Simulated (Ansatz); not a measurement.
Mg2Si, response to strain

Base system: Mg2Si (space group Fm-3m, No. 225; a = 6.3261 Å). Axes: x, y, z lie along the cube axes.

Strains are applied to the cell and any free atomic positions relax; under stress the whole cell relaxes.

Computed with PBEsol/PAW in Ansatz (a first-principles code), without spin-orbit coupling.

Notes on the quantities. energy relative to the base: free energy F.

```csv
case,band gap,pressure,shortest interatomic distance,energy relative to the base
base,0.12 eV,0.0 GPa,2.739 Å,0 meV/atom
isotropic strain −4.24 %,zero,9.4 GPa,2.623 Å,+68 meV/atom
isotropic strain −2.20 %,zero,4.3 GPa,2.679 Å,+17 meV/atom
isotropic strain −0.66 %,0.09 eV,___,2.721 Å,___
uniaxial strain ε_zz = +0.60 %,0.11 eV,-0.34 GPa,2.745 Å,+0.3 meV/atom
uniaxial strain ε_zz = +1.07 %,0.10 eV,-0.59 GPa,2.749 Å,+0.9 meV/atom
uniaxial strain ε_zz = +2.73 %,0.07 eV,-1.43 GPa,2.764 Å,+5.6 meV/atom
uniaxial strain ε_zz = +3.63 %,0.06 eV,-1.85 GPa,2.773 Å,+9.8 meV/atom
uniaxial strain ε_zz = +5.96 %,zero,-2.8 GPa,2.795 Å,+26 meV/atom
"uniaxial stress, 2 GPa tension along z",0.07 eV,–,2.751 Å,+2.4 meV/atom
```

Some entries are withheld; estimate them.


- isotropic strain −0.66 %, pressure: 1.15 GPa
- isotropic strain −0.66 %, energy relative to the base: +1.5 meV/atom

Beyond what the load breaks, stability against distortions was not tested. All final runs are without spin polarisation. Gaps under 0.05 eV, about the width of the smearing, are given as zero. The zero or small gap of Mg2Si can change with the level of theory.
